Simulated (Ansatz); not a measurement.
The reference is AlRu in the CsCl type structure (space group Pm-3m, No. 221; relaxed with 0.1 eV smearing).

```
AlRu
1.0
    3.00482     0.00000     0.00000
    0.00000     3.00482     0.00000
    0.00000     0.00000     3.00482
Al Ru
1 1
Direct
  0.50000   0.50000   0.50000
  0.00000   0.00000   0.00000
```

Method: Kohn–Sham DFT with the PBE functional, run in Ansatz (a quantum-chemistry and plane-wave program) with PAW and 420 eV plane waves, no spin-orbit coupling.

For the base:

```
Property    Value
--------  -------
Pressure  0.0 GPa
```

Now apply this change: every lattice vector is stretched by 0.50 %, atoms relaxed at fixed cell.

Problem. How does this affect the energy relative to the base?

Solution. The energy increases by 1.9 meV/atom.

Problem. What happens to the pressure?

Solution. The pressure goes from zero to -2.9 GPa.

The cells carry an imposed strain or load. No phonon test of stability was made. The final runs are not spin-polarised.
